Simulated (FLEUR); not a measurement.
```xyz
4
Lattice="4.0276 0.0000 0.0000 -2.0138 3.4880 0.0000 0.0000 0.0000 7.7899" Properties=species:S:1:pos:R:3 pbc="T T T"
Cr     0.0000     0.0000     3.8950
Tl     0.0000     0.0000     0.0000
Te     2.0138     1.1627     5.3228
Te     0.0000     2.3254     2.4671
```
Moments meant for the start (each program seeds them in its own way; μB, in the order of the atoms Cr Tl Te Te): 3.0 0.0 0.0 0.0.

Method of the run: LDA (Vosko-Wilk-Nusair), all-electron FLAPW (FLEUR), scalar-relativistic valence.

The set-up and first iterations of a FLEUR log for TlCrTe₂ (P-3m1, 4 atoms in the cell):

```
      Welcome to FLEUR        (www.flapw.de)
      MaX-Release 8.1          (www.max-centre.eu)

 ========== k-point set info ==========
 Selected k-point list: default-1
 k-point list type: mesh
 5 x 5 x 3
 Number of k points: 12

 ------------Calculation Setup---------------------------
           1           2           3           4           6          12
 Number of basis functions:          909
 Iteration:     1   Distance:      13.96636742 me/bohr^3
 Iteration:     2   Distance:      10.06016633 me/bohr^3
 Iteration:     3   Distance:       5.59518608 me/bohr^3
 Iteration:     4   Distance:       5.81321267 me/bohr^3
 Iteration:     5   Distance:       3.84211708 me/bohr^3
```

Question: Will this run converge, and how will it end?

Answer: The run converged in 25 iterations. Convergence of the loop says nothing yet on basis, mesh or lower states. It ends on: total energy -949935.5727 eV; Fermi level (on the code's own zero) 7.23 eV; largest force (vector length) 0.144 eV/Å; size of the cell's spin moment 2.99 μB; site moments (μB, in the program's spheres or projections) Cr 2.98, Tl -0.02, Te -0.08, Te -0.08. The log goes on:

```
   [... 16 lines left out ...]
 Iteration:    22   Distance:       0.00016116 me/bohr^3
 Iteration:    23   Distance:       0.00003417 me/bohr^3
 Iteration:    24   Distance:       0.00002643 me/bohr^3
 Iteration:    25   Distance:       0.00000912 me/bohr^3
 Reset of history
 Run finished successfully
 Stop message:
   Structural relaxation: new displacements generated

[file out, last iteration]
             iter=     26
[...]
          total density-effective poten   -6.0289591613E+04
          total charge density-energy d   -7.5880102281E+02
 Updated energy parameters for spin:           1
 Updated energy parameters for spin:           2
[...]
 fermi energy and band-weighting factors:

[...]
FERMIE:
          first approx. to ef    (T=0)  :   0.264000 htr   (energy of the highest occ. eigenvalue)
          number of occ. states  (T=0)  :        707
          first approx. to seigv (T=0)  : -33.343245 htr
          sum of weights of occ. states :  59.026667
          sum of semicore charge        :   0.000000 e
          fermi energy=   0.26567 har   work function=  -7.22936 ev
          number of valence electrons=  59.00000
     band-weighting factor for spin=    1
     k-point=    1
     k-point=    2
     k-point=    3
   [... lines left out ...]
          total moment                 =     2.99143
 Direct bandgap for spin            1 :    2.2449935611199956E-002  Htr
 Direct bandgap for spin            2 :    1.7966738628556467E-002  Htr
 ---->    free energy=                    -34909.4884076422 htr
   [... lines left out ...]
 ***** TOTAL FORCES ON ATOMS *****
 TOTAL FORCE FOR ATOM TYPE=  1  X=  0.000   Y=  0.000   Z=  7.360
                       FX_TOT= 0.000000 FY_TOT= 0.000000 FZ_TOT= 0.000000
 TOTAL FORCE FOR ATOM TYPE=  2  X=  0.000   Y=  0.000   Z=  0.000
                       FX_TOT= 0.000000 FY_TOT= 0.000000 FZ_TOT= 0.000000
 TOTAL FORCE FOR ATOM TYPE=  3  X= -3.806   Y=  2.197   Z= -4.662
                       FX_TOT= 0.000000 FY_TOT= 0.000000 FZ_TOT=-0.002801
```

For comparison: a first run was changed to give this one (lattice scaled by 0.98), and from it to this one the total energy falls by 36.4 meV/atom, the largest force goes from 0.346 to 0.144 eV/Å and the size of the net moment hardly changes (0.76 to 0.75 μB/atom).

The starting cell comes from a database of computed structures (which also holds hypothetical and non-ambient phases and stackings), without a prior relaxation at this level. For this run, on top of that: lattice scaled by 0.98. Spin-orbit coupling is off. With one magnetic atom in the cell only a parallel order is possible. Values depend on the basis (sphere radii, cutoffs, local orbitals), which need not be converged. The log's line on a gap gives a spacing of levels on this mesh, which the program prints for metals too.

FLEUR gives forces in its relaxation mode, with a further iteration, so its stop message speaks of a relaxation.

The run was DFT, LDA (Vosko-Wilk-Nusair), all-electron FLAPW (FLEUR), scalar-relativistic valence. Main settings of its input:

- Kmax: 4.1 1/bohr
- GmaxXC: 16.4 1/bohr
- xcFunctional: vwn
- jspins: 2
- l_soc: F
- mode: gauss
- fermiSmearingEnergy: 0.00499791 Htr
- mesh (inpgen div1-3): 5 5 3
- inpgen gamma flag: false
- Gmax: 16.4 1/bohr
- numbands: 0
- maxIterBroyd: 15
